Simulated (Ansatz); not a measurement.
An Ansatz (a quantum-chemistry and plane-wave program) run: Ga2O3 with a change (uniaxial strain ε_zz = +1.50 %); LDA, PAW, 420 eV (Ansatz; no spin-orbit coupling).

Input:

Ansatz 0.2 input:
```yaml
crystal:
  lattice:
    - [2.4749702422, 1.4289247356, 4.5017797927]
    - [-2.4749702422, 1.4289247356, 4.5017797927]
    - [0, -2.8578494711, 4.5017797927]
  atoms:
    - { symbol: Ga, position: [0.6442399113, 0.6442399113, 0.6442399113] }
    - { symbol: Ga, position: [0.1442399113, 0.1442399113, 0.1442399113] }
    - { symbol: Ga, position: [0.3557600887, 0.3557600887, 0.3557600887] }
    - { symbol: Ga, position: [0.8557600887, 0.8557600887, 0.8557600887] }
    - { symbol: O, position: [0.75, 0.4472092376, 0.0527907624] }
    - { symbol: O, position: [0.0527907624, 0.75, 0.4472092376] }
    - { symbol: O, position: [0.25, 0.5527907624, 0.9472092376] }
    - { symbol: O, position: [0.5527907624, 0.9472092376, 0.25] }
    - { symbol: O, position: [0.9472092376, 0.25, 0.5527907624] }
    - { symbol: O, position: [0.4472092376, 0.0527907624, 0.75] }
basis: { ecutwfc: 420, ecutrho_ratio: 4, xc_grid: 2, fft_grid_basis: typed }
kpoints: { mp_grid: { grid: [8, 8, 8] } }
hamiltonian:
  xc: lda
  dispersion: none
  pseudopotentials: { kind: paw }
scf: { occupations: { method: fermi_dirac, width: 0.05 }, convergence: { dr2_threshold: 0.000000001 } }
relax: { f_tol: 0.005, max_steps: 50 }
output: { forces: true, stress: true }
checkpoint: { write: state.ck, write_every: 1000 }
```

Output (explanatory and most iteration lines left out):

```
Relaxation: its limit of steps is 50 (relax.max_steps)
Pseudopotential: Ga, paw, valence charge 13
Pseudopotential: O, paw, valence charge 6
Crystal: 10 atoms, lattice volume = 95.525 Å³
Basis set: ecut = 420 eV, 1857 PW (Γ), exchange–correlation on 72×72×72 points (8 copies of the dense FFT grid, shifted against one another)
Bands: 54, of which v1, the nominal top of the filled ones, is band 44 counted from 1 (43 counted from 0)
Symmetry: 12 space group operations
Space group: R-3c (ITA 167), of the structure as read, at distance tolerance 4.6e-5 Å
k-points: 65 of 512
Functional: x = slater, c = lda
SCF iter   1: F=—  HF=-18163.964841 eV  |F-HF|=—  |Δ(HF+E_count)|=         —  Δρ=2.01e-2  dr2=3.11e-1  ethr=1.77e-3  ⟨swp⟩=6.1  Hψ=12929  notcnv=0  defer=20
SCF iter   2: F=—  HF=-18163.873263 eV  |F-HF|=—  |Δ(HF+E_count)|=   9.16e-2  Δρ=4.38e-3  dr2=7.82e-3  ethr=3.54e-4  ⟨swp⟩=2.0  Hψ=5238  notcnv=0  defer=276
SCF 1 converged in 8 iterations: F = -18163.870637 eV  dr2 = 4.52e-10
relax step   1: F+E_penalty+E_count = -18163.87063672 eV  Δ(F+E_penalty+E_count) = +0.000e0 eV  max|allowed force component| = 8.991e-2 eV/Å  Δτ_max = 0.0000 Å  (8 SCF iters, accepted)
Crystal: 10 atoms, lattice volume = 95.525 Å³
SCF iter   1: F=—  HF=-18163.871533 eV  |F-HF|=—  |Δ(HF+E_count)|=         —  Δρ=1.05e-3  dr2=3.36e-4  ethr=3.82e-7  ⟨swp⟩=1.0  Hψ=8755  notcnv=0  defer=277
SCF iter   2: F=—  HF=-18163.871420 eV  |F-HF|=—  |Δ(HF+E_count)|=   1.13e-4  Δρ=5.06e-4  dr2=7.62e-5  ethr=3.82e-7  ⟨swp⟩=2.0  Hψ=4545  notcnv=0  defer=277
SCF 2 converged in 7 iterations: F = -18163.871400 eV  dr2 = 4.67e-10
relax step   2: F+E_penalty+E_count = -18163.87139999 eV  Δ(F+E_penalty+E_count) = -7.633e-4 eV  max|allowed force component| = 5.994e-2 eV/Å  Δτ_max = 0.0032 Å  (7 SCF iters, accepted)
Crystal: 10 atoms, lattice volume = 95.525 Å³
SCF iter   1: F=—  HF=-18163.872475 eV  |F-HF|=—  |Δ(HF+E_count)|=         —  Δρ=2.04e-3  dr2=1.67e-3  ethr=1.20e-5  ⟨swp⟩=2.0  Hψ=7848  notcnv=0  defer=277
SCF iter   2: F=—  HF=-18163.871908 eV  |F-HF|=—  |Δ(HF+E_count)|=   5.67e-4  Δρ=9.59e-4  dr2=3.66e-4  ethr=1.90e-6  ⟨swp⟩=2.0  Hψ=5590  notcnv=0  defer=277
SCF 3 converged in 7 iterations: F = -18163.871809 eV  dr2 = 8.55e-10
relax step   3: F+E_penalty+E_count = -18163.87180943 eV  Δ(F+E_penalty+E_count) = -4.094e-4 eV  max|allowed force component| = 3.066e-2 eV/Å  Δτ_max = 0.0064 Å  (7 SCF iters, accepted)
Crystal: 10 atoms, lattice volume = 95.525 Å³
SCF iter   1: F=—  HF=-18163.872088 eV  |F-HF|=—  |Δ(HF+E_count)|=         —  Δρ=5.70e-4  dr2=1.47e-4  ethr=2.37e-6  ⟨swp⟩=2.0  Hψ=7794  notcnv=0  defer=277
SCF iter   2: F=—  HF=-18163.872047 eV  |F-HF|=—  |Δ(HF+E_count)|=   4.09e-5  Δρ=2.67e-4  dr2=3.30e-5  ethr=1.67e-7  ⟨swp⟩=2.0  Hψ=5917  notcnv=0  defer=277
SCF 4 converged in 6 iterations: F = -18163.872036 eV  dr2 = 9.76e-10
relax step   4: F+E_penalty+E_count = -18163.87203563 eV  Δ(F+E_penalty+E_count) = -2.262e-4 eV  max|allowed force component| = 2.471e-4 eV/Å  Δτ_max = 0.0017 Å  (6 SCF iters, accepted)
SCF converged after 6 iterations
Free energy (F): -18163.872036 eV
Internal energy: -18163.872036 eV  (E = F + TS)
E sigma→0 (E₀):  -18163.872036 eV
Fermi energy:    10.514507 eV
--- Forces (eV/Å), atoms counted from 1 ---
  atom   1  Ga    -0.00000000    -0.00000000    -0.00009038
  atom   2  Ga     0.00000000    -0.00000000    -0.00009038
  atom   3  Ga     0.00000000     0.00000000     0.00009038
  atom   4  Ga    -0.00000000     0.00000000     0.00009038
  atom   5  O     -0.00012353     0.00021396    -0.00000000
  atom   6  O     -0.00012353    -0.00021396     0.00000000
  atom   7  O      0.00012353    -0.00021396     0.00000000
  atom   8  O     -0.00024706     0.00000000     0.00000000
  atom   9  O      0.00012353     0.00021396    -0.00000000
  atom  10  O      0.00024706    -0.00000000    -0.00000000
--- Stress (GPa, compression-positive) ---
       -2.056170       0.000000      -0.000000
        0.000000      -2.056170      -0.000000
       -0.000000      -0.000000      -5.427114
  P = ⅓ Tr σ = -3.1798 GPa (-31.798 kbar)
--- Relaxed structure (4 steps of the walk, 4 accepted, 0 SCFs on fresh bases) ---
  atoms:
    - { symbol: Ga, position: [0.6448211747126361, 0.6448211747126361, 0.644821174712636] }
    - { symbol: Ga, position: [0.1448211747126359, 0.1448211747126359, 0.1448211747126359] }
    - { symbol: Ga, position: [0.35517882528736416, 0.35517882528736416, 0.35517882528736416] }
    - { symbol: Ga, position: [0.8551788252873642, 0.8551788252873642, 0.8551788252873642] }
    - { symbol: O, position: [0.7500000000000001, 0.44700417929268427, 0.052995820707315955] }
    - { symbol: O, position: [0.052995820707315955, 0.75, 0.44700417929268416] }
    - { symbol: O, position: [0.25, 0.5529958207073158, 0.9470041792926842] }
    - { symbol: O, position: [0.5529958207073159, 0.9470041792926842, 0.25000000000000006] }
    - { symbol: O, position: [0.9470041792926842, 0.25000000000000006, 0.5529958207073159] }
    - { symbol: O, position: [0.4470041792926841, 0.0529958207073159, 0.7500000000000002] }
```

No phonon test of stability was made. The cell was made from Ga2O3 in the corundum structure (space group R-3c, No. 167) by this change: uniaxial strain ε_zz = +1.50 %.
